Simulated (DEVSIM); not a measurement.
Structure: Al0.4Ga0.6As/GaAs p-n heterojunction, at 300 K.

```
layer (left to right)      material  thickness (μm)  Nd (cm⁻³)  Na (cm⁻³)  τn (s)  τp (s)
---------------------  ------------  --------------  ---------  ---------  ------  ------
1                      Al0.4Ga0.6As           0.250          -     4.2e14    1e-9    1e-9
2                              GaAs           0.180     7.2e15          -    1e-9    1e-9
```

Left contact: ohmic. Right contact: ohmic. Voltage is applied to the left contact. Recombination: SRH at mid-gap. Mobility is μmin + (μ − μmin)/(1 + (N/Nref)^α).

This is a model device: material constants are rounded textbook-type values typed into the input, and sizes, dopings and lifetimes were drawn at random. Values at 300 K.

| parameter | Al0.4Ga0.6As | GaAs |
|---|---|---|
| gap (eV) | 1.9228 | 1.424 |
| affinity (eV) | 3.754 | 4.07 |
| permittivity | 11.76 | 12.9 |
| Nc (cm⁻³) | 7.93e17 | 4.7e17 |
| Nv (cm⁻³) | 9e18 | 9e18 |
| μn (cm²/Vs) | 3220 | 8500 |
| μp (cm²/Vs) | 158 | 400 |
| μn,min | 500 | 500 |
| μp,min | 20 | 20 |
| Nref,n | 6e16 | 6e16 |
| Nref,p | 1.5e17 | 1.5e17 |
| αn | 0.39 | 0.39 |
| αp | 0.38 | 0.38 |

Simulated with DEVSIM: 1D drift-diffusion, Boltzmann statistics, complete ionisation; no tunnelling, impact ionisation, image-force lowering or self-heating. Band offsets follow the typed affinities; no thermionic-emission limit at abrupt steps, no polarisation charge.

Task: Tabulate band edges, carrier densities and field at zero bias.

Result: Energies count from the Fermi level of the right contact; mesh points crowd at the junctions.

```json
[
 {"x (μm)": "0.000", "Ec (eV)": "1.665", "Ev (eV)": "-0.258", "n (cm⁻³)": "< 1e2", "p (cm⁻³)": "4.2e14", "field (V/cm)": "-33000"},
 {"x (μm)": "0.003658", "Ec (eV)": "1.653", "Ev (eV)": "-0.270", "n (cm⁻³)": "< 1e2", "p (cm⁻³)": "2.6e14", "field (V/cm)": "-33000"},
 {"x (μm)": "0.009994", "Ec (eV)": "1.632", "Ev (eV)": "-0.291", "n (cm⁻³)": "< 1e2", "p (cm⁻³)": "1.2e14", "field (V/cm)": "-33000"},
 {"x (μm)": "0.02096", "Ec (eV)": "1.596", "Ev (eV)": "-0.327", "n (cm⁻³)": "< 1e2", "p (cm⁻³)": "2.9e13", "field (V/cm)": "-33000"},
 {"x (μm)": "0.04760", "Ec (eV)": "1.508", "Ev (eV)": "-0.414", "n (cm⁻³)": "< 1e2", "p (cm⁻³)": "9.8e11", "field (V/cm)": "-33000"},
 {"x (μm)": "0.08608", "Ec (eV)": "1.381", "Ev (eV)": "-0.542", "n (cm⁻³)": "< 1e2", "p (cm⁻³)": "7.1e9", "field (V/cm)": "-33000"},
 {"x (μm)": "0.1439", "Ec (eV)": "1.187", "Ev (eV)": "-0.735", "n (cm⁻³)": "< 1e2", "p (cm⁻³)": "4000000", "field (V/cm)": "-34000"},
 {"x (μm)": "0.2023", "Ec (eV)": "0.990", "Ev (eV)": "-0.933", "n (cm⁻³)": "< 1e2", "p (cm⁻³)": "1900", "field (V/cm)": "-34000"},
 {"x (μm)": "0.2245", "Ec (eV)": "0.914", "Ev (eV)": "-1.009", "n (cm⁻³)": "350", "p (cm⁻³)": "100", "field (V/cm)": "-34000"},
 {"x (μm)": "0.2367", "Ec (eV)": "0.872", "Ev (eV)": "-1.051", "n (cm⁻³)": "1800", "p (cm⁻³)": "< 1e2", "field (V/cm)": "-34000"},
 {"x (μm)": "0.2444", "Ec (eV)": "0.846", "Ev (eV)": "-1.077", "n (cm⁻³)": "4900", "p (cm⁻³)": "< 1e2", "field (V/cm)": "-34000"},
 {"x (μm)": "0.2500", "Ec (eV)": "0.827", "Ev (eV)": "-1.096", "n (cm⁻³)": "10000", "p (cm⁻³)": "< 1e2", "field (V/cm)": "-33000"},
 {"x (μm)": "0.2533", "Ec (eV)": "0.500", "Ev (eV)": "-0.924", "n (cm⁻³)": "1.9e9", "p (cm⁻³)": "2700", "field (V/cm)": "-31000"},
 {"x (μm)": "0.2593", "Ec (eV)": "0.482", "Ev (eV)": "-0.942", "n (cm⁻³)": "3.8e9", "p (cm⁻³)": "1300", "field (V/cm)": "-30000"},
 {"x (μm)": "0.2738", "Ec (eV)": "0.439", "Ev (eV)": "-0.985", "n (cm⁻³)": "2.0e10", "p (cm⁻³)": "250", "field (V/cm)": "-29000"},
 {"x (μm)": "0.2945", "Ec (eV)": "0.381", "Ev (eV)": "-1.043", "n (cm⁻³)": "1.8e11", "p (cm⁻³)": "< 1e2", "field (V/cm)": "-27000"},
 {"x (μm)": "0.3300", "Ec (eV)": "0.292", "Ev (eV)": "-1.131", "n (cm⁻³)": "5.7e12", "p (cm⁻³)": "< 1e2", "field (V/cm)": "-23000"},
 {"x (μm)": "0.3729", "Ec (eV)": "0.202", "Ev (eV)": "-1.222", "n (cm⁻³)": "1.9e14", "p (cm⁻³)": "< 1e2", "field (V/cm)": "-19000"},
 {"x (μm)": "0.4052", "Ec (eV)": "0.146", "Ev (eV)": "-1.278", "n (cm⁻³)": "1.7e15", "p (cm⁻³)": "< 1e2", "field (V/cm)": "-16000"},
 {"x (μm)": "0.4177", "Ec (eV)": "0.126", "Ev (eV)": "-1.298", "n (cm⁻³)": "3.5e15", "p (cm⁻³)": "< 1e2", "field (V/cm)": "-15000"},
 {"x (μm)": "0.4245", "Ec (eV)": "0.116", "Ev (eV)": "-1.308", "n (cm⁻³)": "5.3e15", "p (cm⁻³)": "< 1e2", "field (V/cm)": "-15000"},
 {"x (μm)": "0.4300", "Ec (eV)": "0.108", "Ev (eV)": "-1.316", "n (cm⁻³)": "7.2e15", "p (cm⁻³)": "< 1e2", "field (V/cm)": "-15000"}
]
```
